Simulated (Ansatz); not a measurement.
The reference is CaS in the rock salt structure (space group Fm-3m, No. 225; a = 5.633 Å). Axes: x, y, z lie along the cube axes.

Calculations: PBEsol (Ansatz, an electronic-structure program; PAW; 420 eV plane waves; scalar-relativistic without spin-orbit coupling).

The change: uniaxial strain ε_zz = −1.00 %, all other strain components held at zero; the atoms relax in the strained cell.

Task: What happens to the energy relative to the base and stress?

Result: The energy rises by 1.0 meV/atom; the stress (xx, yy, zz, yz, xz, xy; compression positive) amounts to (0.23, 0.23, 1.47, 0.00, 0.00, 0.00) GPa.

Whether these cells are dynamically stable was not tested.
